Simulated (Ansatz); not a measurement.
The starting structures come from a database of crystals and need not be the phases stable at ambient conditions.

 Where the default PAW files enter, the runs use the earlier of Ansatz's two default sets.

Tunnelling through a barrier is set by its complex band structure: the current falls as exp(−2κd) with the smallest κ.

Consider the following.

```yaml
crystal:
  lattice:
    - [5.80571, 0.00000, 0.00000]
    - [0.00000, 8.21051, 0.00000]
    - [2.90285, 4.10525, 2.90285]
  atoms:
    - { symbol: Sc, position: [0.00000, 0.00000, 0.00000] }
    - { symbol: Ta, position: [0.00000, 0.50000, 0.00000] }
    - { symbol: Pb, position: [0.50000, 0.25000, 0.00000] }
    - { symbol: Pb, position: [0.50000, 0.75000, 0.00000] }
    - { symbol: O, position: [0.00000, 0.74382, 0.00000] }
    - { symbol: O, position: [0.00000, 0.25618, 0.00000] }
    - { symbol: O, position: [0.00000, 0.74382, 0.51236] }
    - { symbol: O, position: [0.00000, 0.25618, 0.48764] }
    - { symbol: O, position: [0.48764, 0.74382, 0.51236] }
    - { symbol: O, position: [0.51236, 0.25618, 0.48764] }
```

Space group of this cell: Fm-3m. The cell is taken as given; by r2SCAN its mean pressure is -5.0 GPa.

Transport runs along the normal of the first two printed cell vectors, the (110) plane of the conventional cell.

No gap correction and no spin-orbit coupling; mid-gap values are interpolated between computed energies.

Problem. Give the band gap and the smallest decay constant κ at mid-gap that r2SCAN (Ansatz, a quantum-chemistry and plane-wave program) yields.

Solution. Gap 3.06 eV on a 10×10×10 mesh; κ = 0.234 1/Å, at (0.500, 0.000) of the in-plane reciprocal vectors. At the zone centre, at the nearest computed energy, the slowest state has κ = 0.26 1/Å.
